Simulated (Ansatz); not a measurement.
Start from BiB in the zinc blende structure (space group F-43m, No. 216; a = 5.4556 Å; a hypothetical phase, not in the database extracts checked).

Perturbation: an isotropic linear strain of −0.84 %; the atoms relax in the strained cell.

Levels (all Ansatz, a quantum-chemistry and plane-wave program, PAW): PBEsol (420 eV, no spin-orbit coupling); r2SCAN (500 eV, spin-orbit coupling left out); HSE06 (420 eV, scalar-relativistic without spin-orbit coupling).

At the geometry relaxed with PBEsol, these levels gave the following band gaps, in shuffled order: (a) 0.70 eV, (b) 1.12 eV, (c) 0.55 eV.

**Question.** Match each gap to its level.

**Answer.** (a) r2SCAN; (b) HSE06; (c) PBEsol.

Single points use the geometry relaxed with PBEsol. HSE06 gaps are upper bounds (no full band path). With Bi present, leaving out spin-orbit coupling can change the band edges. No phonon test of stability was made.
